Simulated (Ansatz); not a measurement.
**The (111)A surface of zinc-blende GaP, Ga-terminated, 2x2 with 3 H on 4 top atoms (bottom of the slab: 3 H on 4 bottom sites)**

Calculation: PBE (plane waves to 420 eV, PAW; Ansatz, a first-principles code).

Model: 38-atom slab, 13.4 Å thick at the start with caps and adatoms (thin: gaps and levels are the slab's own), 3x3x1 mesh, Fermi-Dirac 0.025 eV, dipole correction, 8 atoms held, the rest relaxed; start symmetry kept, larger cells not searched; no spin, no spin-orbit, no U.

- gap of the slab on its k-mesh = 1.31 eV
- highest filled level below the top vacuum level = 5.57 eV
- energy released by relaxation = 0.99 eV
- cost = roughly 10 core-minutes
